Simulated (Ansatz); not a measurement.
Take InP in the zinc blende structure (space group F-43m, No. 216; a = 5.907 Å) as the base.

The change: an isotropic linear strain of +0.69 %, atoms relaxed at fixed cell.

Method: plane-wave PAW DFT at the r2SCAN level (Ansatz, a quantum-chemistry and plane-wave program, 500 eV), without spin-orbit coupling, earlier PAW set.

Base, band edges from the VBM (valence, conduction): X -2.33, 2.04; W -2.90, 4.57; L -0.97, 1.79; Γ 0.00, 1.02; K -1.94, 2.65; U -1.94, 2.65 eV.

Task: Give the band edges at the high-symmetry points of the new zone, measured from its valence-band maximum.

Result: 
```csv
point,valence edge (eV),conduction edge (eV)
Γ,0.00,0.90
X,-2.26,2.07
U,-1.89,2.65
K,-1.89,2.65
L,-0.94,1.74
W,-2.81,4.57
```

The gap is 0.90 eV, direct at Γ.

Whether these cells are dynamically stable was not tested.
